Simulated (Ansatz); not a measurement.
AgI (Fm-3m, No. 225, 2 atoms in the cell; start mp-22919; a measured phase of this formula has another space group), treated with LDA (Ansatz, a first-principles code, plane waves, PAW).

Settings: plane-wave cutoff 520 eV, 10×10×10 k mesh, Fermi–Dirac smearing 0.01 eV, no spin polarisation, scalar-relativistic PAW data made under PBE.

Cell (relaxed at this level):

```
AgI
1.0
    0.00000     2.94993     2.94993
    2.94993     0.00000     2.94993
    2.94993     2.94993     0.00000
Ag I
1 1
Direct
  0.00000   0.00000   0.00000
  0.50000   0.50000   0.50000
```

### Question
Give the computed band gap and smallest direct gap on the k points sampled.

### Answer

* **band gap**: 0.16 eV
* **smallest direct gap on the k points sampled**: 2.54 eV

Spin–orbit coupling is not included; it can close the smallest gap of 0.16 eV.

Static lattice: no zero-point or thermal effects.

A start named mp-… is a Materials Project structure, which need not be a measured phase.
